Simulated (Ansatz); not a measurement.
BN under load (space group P6_3mc), r2SCAN, rigid bands (Ansatz, a program for electronic structure). Condition of this run: biaxial stress in the c plane of -9 GPa (compression positive) (the target of the relaxation). Band gap 5.81 eV, N_c = 1.33e19 cm⁻³ and N_v = 4.64e19 cm⁻³ at 300 K, conductivity masses along y (a = (2.56, 0.00, 0.00) Å; b = (-1.28, 2.22, 0.00) Å; c = (0.00, 0.00, 4.20) Å) of 0.509 mₑ (electrons) and 0.836 mₑ (holes). Take k_BT = 0.02585 eV.

Question: Find the intrinsic carrier density and the intrinsic Fermi level.

Answer: n_i = √(N_c N_v) exp(−E_g/2k_BT) = 2.48e19 × exp(−112.37) = 3.9e-30 cm⁻³. The level lies (k_BT/2) ln(N_v/N_c) = 16 meV from mid-gap (positive towards the conduction band). Each 0.1 eV added to the gap lowers n_i by a factor of 6.9.

Question: A film of it is 8 nm thick, with its normal along the direction named. Estimate the confinement energies in an infinite well.

Answer: ħ²π²/(2m t²) = 0.376 eV·nm²/(m/mₑ × t²) gives 11.5 meV for electrons and 7.03 meV for holes, so the gap would widen to about 5.83 eV. Finite barriers and nonparabolic bands lower this, and with several valleys or bands the heaviest mass along the normal sets the lowest level, not this average.

Question: What thermal injection velocity √(2k_BT/πm) limits a ballistic channel along the direction named?

Answer: 7.54e6 cm/s for electrons and 5.88e6 cm/s for holes, a ratio of √(m_h/m_e) = 1.28, for dilute carriers.

Rigid bands with the computed gap; masses take one relaxation time for all states. Spin-orbit coupling is left out. Geometry: cell and atoms relaxed with PBEsol.
